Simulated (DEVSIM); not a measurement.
Structure: GaP n-p junction from an implanted or diffused profile, at 300 K.

Layer 1 from the left is GaP, thickness (μm) 47.0, Na (cm⁻³) 1e14, τn (s) 1.2e-6, τp (s) 1.2e-6.

Added donor profile: 4.1e18 cm⁻³ × exp(−(x − 0 μm)²/(2·(0.076 μm)²)). Left contact: ohmic. Right contact: ohmic. Voltage is applied to the left contact. Recombination: SRH at mid-gap, Auger. Mobility is μmin + (μ − μmin)/(1 + (N/Nref)^α).

The device is made up for the run: typed textbook-type constants, with dimensions and the other settings drawn at random. Values at 300 K.

GaP: gap (eV) 2.26, affinity (eV) 3.8, permittivity 11.1, Nc (cm⁻³) 1.8e19, Nv (cm⁻³) 1.9e19, μn (cm²/Vs) 250, μp (cm²/Vs) 150, μn,min 10, μp,min 10, Nref,n 4.4e18, Nref,p 1e18, αn 0.8, αp 0.85, Cn (cm⁶/s) 1e-30, Cp (cm⁶/s) 1e-30.

DEVSIM, 1D drift-diffusion, Boltzmann statistics, complete ionisation; no tunnelling, impact ionisation, image-force lowering or self-heating.

What does the simulation give for the dark forward voltage at 1 A/cm², the potential step across the device at zero bias?

dark forward voltage at 1 A/cm² 1.848 V; potential step across the device at zero bias 1.908 V.
